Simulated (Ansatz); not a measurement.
An Ansatz (a first-principles code) input for Si 8H (hchhhhhc) (a stacking that need not occur in nature):

Ansatz 0.2 input:
```yaml
crystal:
  lattice:
    - [3.855473276, -0.000000028, 0.0]
    - [-1.927736614, 3.338937815, 0.0]
    - [0.000000001, 0.000000001, 25.407098482]
  atoms:
    - { symbol: Si, position: [0.0, 0.0, -0.000065753] }
    - { symbol: Si, position: [0.0, 0.0, 0.093815753] }
    - { symbol: Si, position: [0.666666667, 1.333333333, 0.125123522] }
    - { symbol: Si, position: [0.666666667, 1.333333333, 0.218177532] }
    - { symbol: Si, position: [0.333333333, 0.666666667, 0.249504646] }
    - { symbol: Si, position: [0.333333333, 0.666666667, 0.343318607] }
    - { symbol: Si, position: [0.666666667, 1.333333333, 0.374779523] }
    - { symbol: Si, position: [0.666666667, 1.333333333, 0.46851978] }
    - { symbol: Si, position: [0.333333333, 0.666666667, 0.499998801] }
    - { symbol: Si, position: [0.333333333, 0.666666667, 0.593751199] }
    - { symbol: Si, position: [0.666666667, 1.333333333, 0.62523022] }
    - { symbol: Si, position: [0.666666667, 1.333333333, 0.718970477] }
    - { symbol: Si, position: [0.333333333, 0.666666667, 0.750431393] }
    - { symbol: Si, position: [0.333333333, 0.666666667, 0.844245354] }
    - { symbol: Si, position: [0.666666667, 1.333333333, 0.875572468] }
    - { symbol: Si, position: [0.666666667, 1.333333333, 0.968626478] }
basis:
  ecutwfc: 500
  ecutrho_ratio: 4
  xc_grid: 4
kpoints:
  mp_grid: { grid: [9, 9, 2] }
hamiltonian:
  xc: r2scan
  dispersion: none
  pseudopotentials: { kind: paw }
scf:
  n_extra_bands: 10
  occupations: { method: fermi_dirac, width: 0.01 }
  convergence: { dr2_threshold: 0.000000001 }
output:
  eigenstates:
    kpoints:
      - [0, 0, 0]
      - [0.5, 0, 0]
      - [0.5, 0, 0.5]
    e_range: [-5, 8]
    localisation: true
  eigenvalues: true
```

These are r2SCAN (plane waves to 500 eV, PAW; Ansatz) values and carry that method's errors. Scalar-relativistic, without spin–orbit coupling. Its k-point mesh 9×9×2, Fermi–Dirac width 0.01 eV.

### Question
Write the closing report of this run, without the band table and long remarks, to eight decimals at most.

### Answer
```
SCF converged after 9 iterations
Free energy (F): -10224.901967 eV
Harris-Foulkes:  -10224.901967 eV  (|F-HF|=4.37e-11)
Internal energy: -10224.901967 eV  (E = F + TS)
E sigma→0 (E₀):  -10224.901967 eV
Fermi energy:    6.482942 eV
--- Per-component energies (eV) ---
  E_band       = 44.964032
  E_kinetic    = 642.856799
  E_local      = -440.077136  (includes V_loc(G=0)·N_el)
  E_nonlocal   = 398.343216
  E_hartree    = 122.941670
  E_xc         = -822.368709
  E_vxc        = -793.583647  (∫ρ·V_xc dr)
  E_paw        = -8311.700310  (= ΣΔE_a)
  E_vpaw       = -39.533547  (= ΣTr[D̂ρ^β])
  E_aug_tail   = 0.000068  (compensation charges beyond the density's cutoff)
  E_vtau       = 31.074919  (kinetic-family band-sum trace: ∫τ·v_τ [+ j·A + Jᵃ·Aᵃ] dr)
  E_ewald      = -1813.674638
  E_core_change = -1.222928  (= ΣΔE_core)
  E_smearing   = 0.000000  (= −TS)
  E_closure    = 0.000000  (closes the sum)
  Σ components = -10224.901967   (vs F -10224.901967, Δ=0.00e0)
```

Cost: about 90 core-seconds (a rough figure).
